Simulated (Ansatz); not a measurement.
Antifluorite K2S was calculated with RPBE (Ansatz, an electronic-structure program, plane waves, PAW).

Settings: plane-wave cutoff 520 eV, 8×8×8 k mesh, Fermi–Dirac smearing 0.01 eV, scalar-relativistic PAW data made under PBE.

The cell is scaled about its equilibrium volume:

| V (Å³/atom) | P (GPa) | direct gap at Γ (eV) | smallest gap on the k mesh (eV) |
|---|---|---|---|
| 34.747 | 1.09 | 2.737 | 2.568 |
| 35.486 | 0.68 | 2.663 | 2.511 |
| 36.226 | 0.32 | 2.592 | 2.455 |
| 36.965 | -0.01 | 2.524 | 2.401 |
| 37.704 | -0.31 | 2.458 | 2.349 |
| 38.444 | -0.58 | 2.395 | 2.298 |
| 39.183 | -0.82 | 2.335 | 2.248 |

The fundamental gap (2.40 eV at the equilibrium volume, with added k points) lies elsewhere than Γ–Γ.
